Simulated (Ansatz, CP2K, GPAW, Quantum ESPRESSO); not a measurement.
Code comparison for NiGePd (P4/nmm, 6 atoms in the cell)

Self-consistent single point, at a second geometry (lattice scaled by 0.98). First geometry:

```
CELL_PARAMETERS angstrom
      3.66721     0.00000     0.00000
      0.00000     3.66721     0.00000
      0.00000     0.00000     6.31577
ATOMIC_POSITIONS crystal
  Ni 0.50000 0.50000 0.00000
  Ni 0.00000 0.00000 0.00000
  Ge 0.50000 0.00000 0.24401
  Ge 0.00000 0.50000 0.75599
  Pd 0.50000 0.00000 0.63975
  Pd 0.00000 0.50000 0.36025
```

Shared settings, as Ansatz (a program for electronic structure) writes them: kpoints.mp_grid.grid = 6 6 4; scf.occupations.method = gaussian; scf.occupations.width = 0.0073 Ry. Potentials and cutoffs stand in the table.

| code | model | ΔF from the first geometry (meV/atom) | pressure (GPa) | largest force (eV/Å) | cutoff |
|---|---|---|---|---|---|
| GPAW | PBEsol, GPAW PAW datasets PBEsol (made by gpaw-setup) | -24.1 | 0.64 | 0.225 | 800 eV |
| CP2K | PBEsol, GPW, DZVP-MOLOPT-SR-GTH basis, GTH-PBE potentials (GTH_POTENTIALS) | -9.5 | 3.73 | 0.217 | grid 600 Ry |
| Quantum ESPRESSO | PBEsol, GBRV 1.5 ultrasoft (PBESOL) pseudopotentials | -28.5 | -0.50 | 0.111 | 50 Ry |
| Ansatz | PBEsol, PAW files made with PBE | -29.2 | -0.57 | 0.126 | 30.9 Ry |

On Ansatz's run: spin polarisation is off.

The spread over the programs that give each value: ΔF from the first geometry within 19.7 meV/atom; pressure within 4.30 GPa; largest force within 0.114 eV/Å.

CP2K uses small atom-centred bases, whose incompleteness enters pressures, forces and empty levels differently from a plane-wave cutoff. Ansatz's pressure is given at a fixed set of plane waves, as the other plane-wave codes print theirs; with its correction for the finite basis it is -0.50 GPa. In the pressure, GPAW (by 1.14) and CP2K (by 4.23) lie more than 1 GPa from the median of the plane-wave programs. In the force vectors, GPAW (by 0.099) and CP2K (by 0.091) lie more than 0.08 eV/Å from the median of the plane-wave programs.

The starting cell comes from a database of computed structures (which also holds hypothetical and non-ambient phases and stackings), without a prior relaxation at this level. Its lattice was rescaled by a random factor within 2.5 % of one. For this run, on top of that: lattice scaled by 0.98.

Left out of this page: Elk (not drawn, or without a comparable value).

Keys are those of Ansatz 0.2.
